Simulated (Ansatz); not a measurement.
## Relaxation of the atoms of LiMnPO4 (Pnma, 28 atoms in the cell) at several settings

```yaml
crystal:
  lattice:
    - [10.51544, 0.00000, 0.00000]
    - [0.00000, 6.13233, 0.00000]
    - [0.00000, 0.00000, 4.76914]
  atoms:
    - { symbol: Li, position: [0.00000, 0.00000, 0.00000] }
    - { symbol: Li, position: [0.50000, 0.00000, 0.50000] }
    - { symbol: Li, position: [0.00000, 0.50000, 0.00000] }
    - { symbol: Li, position: [0.50000, 0.50000, 0.50000] }
    - { symbol: Mn, position: [0.71830, 0.25000, 0.97190], spin: 4.0 }
    - { symbol: Mn, position: [0.78170, 0.75000, 0.47190], spin: 4.0 }
    - { symbol: Mn, position: [0.28170, 0.75000, 0.02810], spin: 4.0 }
    - { symbol: Mn, position: [0.21830, 0.25000, 0.52810], spin: 4.0 }
    - { symbol: P, position: [0.90770, 0.25000, 0.40810] }
    - { symbol: P, position: [0.59230, 0.75000, 0.90810] }
    - { symbol: P, position: [0.09230, 0.75000, 0.59190] }
    - { symbol: P, position: [0.40770, 0.25000, 0.09190] }
    - { symbol: O, position: [0.90320, 0.25000, 0.73360] }
    - { symbol: O, position: [0.59680, 0.75000, 0.23360] }
    - { symbol: O, position: [0.09680, 0.75000, 0.26640] }
    - { symbol: O, position: [0.40320, 0.25000, 0.76640] }
    - { symbol: O, position: [0.54390, 0.25000, 0.20730] }
    - { symbol: O, position: [0.95610, 0.75000, 0.70730] }
    - { symbol: O, position: [0.45610, 0.75000, 0.79270] }
    - { symbol: O, position: [0.04390, 0.25000, 0.29270] }
    - { symbol: O, position: [0.83910, 0.04920, 0.27810] }
    - { symbol: O, position: [0.66090, 0.95080, 0.77810] }
    - { symbol: O, position: [0.16090, 0.54920, 0.72190] }
    - { symbol: O, position: [0.33910, 0.45080, 0.22190] }
    - { symbol: O, position: [0.16090, 0.95080, 0.72190] }
    - { symbol: O, position: [0.33910, 0.04920, 0.22190] }
    - { symbol: O, position: [0.83910, 0.45080, 0.27810] }
    - { symbol: O, position: [0.66090, 0.54920, 0.77810] }
```
(The spins are starting values, not results.)

Base: PBEsol, default PAW files made with PBE (Ansatz, a first-principles code). Its settings: basis.ecutwfc = 420 eV; kpoints.mp_grid.grid = 2 3 3; hamiltonian.xc = pbesol; hamiltonian.pseudopotentials = {kind: paw} (the program's default PAW files); magnetization.spin_polarized = true; scf.occupations.method = cold; scf.occupations.width = 0.1 eV. Starting volume 10.98 Å³ per atom.

Each line gives the change from the base single point and the result:

- atoms moved at random; relax: default → atoms; relax.f_tol: default → 0.1 eV/Å: pressure -2.66 GPa; largest force (vector length) 0.037 eV/Å; relaxation steps 5; free energy against the base single point -3.6 meV/atom.
- atoms moved at random; relax: default → atoms; relax.f_tol: default → 0.03 eV/Å: pressure -2.63 GPa; largest force (vector length) 0.033 eV/Å; relaxation steps 6; free energy against the base single point -3.6 meV/atom.
- atoms moved at random; scf.convergence.dr2_threshold: default (1e-07 eV) → 0.001 eV; relax: default → atoms; relax.f_tol: default → 0.03 eV/Å: pressure -2.64 GPa; largest force (vector length) 0.012 eV/Å; relaxation steps 7; free energy against the base single point -3.6 meV/atom.

The starting cell comes from a database of published, mostly measured structures (it also holds non-ambient and calculated ones), without a prior relaxation at this level. Its lattice was rescaled by a random factor within 2.5 % of one. The magnetic order is the one reached from the typed start; others were not searched systematically. The program warned that, by what it read of turns of the moments, another magnetic order lies lower. In the base run, forces exceed 1 eV/Å. Ansatz's pressure includes its estimate of the finite-basis (Pulay) stress.

Keys are those of Ansatz 0.2.
